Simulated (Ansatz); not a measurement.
## corundum: the defect O vacancy (broken-bond start)

Computed with PBE, PAW (plane waves to 420 eV; Ansatz, a quantum-chemistry and plane-wave program). A 2×2×1 supercell of 120 sites was used; the energies come from a 2×2×2 Γ-centred sampling of its zone. Sites at the start: the O site; a neighbour pushed 0.95 Å away from the vacancy. Finite-size correction: monopole term and site-potential alignment. Dielectric constants: PBE linear response of the host. Host gap at this level: 5.85 eV. A cell of this size leaves errors of a few tenths of an eV. The semilocal functional narrows the gap, so deep levels can fall outside it. Spin–orbit coupling is left out. Each state is the lowest found from its start.

Formation energies E_f are given with the Fermi level at the valence-band maximum. Chemical conditions: Al-rich (Δμ(O) = -4.96 eV; only phases computed here count, gases as isolated molecules at 0 K); O-rich (Δμ(O) = 0.00 eV; only phases computed here count, gases as isolated molecules at 0 K). Reference phases: O: O2 molecule in a box.

```
charge         moment (μB)  point group  largest move off a lattice site (Å)  image correction with alignment (eV)  E_f, Al-rich (eV)  E_f, O-rich (eV)
------  ------------------  -----------  -----------------------------------  ------------------------------------  -----------------  ----------------
+2      not spin-polarised           C2                                 0.31                                  0.49              -3.55              1.41
+1                     1.0           C2                                 0.12                                  0.08              -1.11              3.85
0       not spin-polarised           C2                                 0.10                                  0.00               1.75              6.72
```

Point groups are those of the whole cell at tolerances of 0.03 and 0.1 Å ("near" where only the looser one holds); none is given for unsettled states.

No other site or start that was run ended lower by more than 0.1 eV.

Transition levels above the valence-band maximum: ε(+2/+1) = 2.44 eV; ε(+1/0) = 2.86 eV. On the lower envelope of the bound states, inside the gap: (+2/+1) at 2.44 eV; (+1/0) at 2.86 eV.

Flagged in the runs: a host whose relaxation on this sampling wasn't shown to rest.
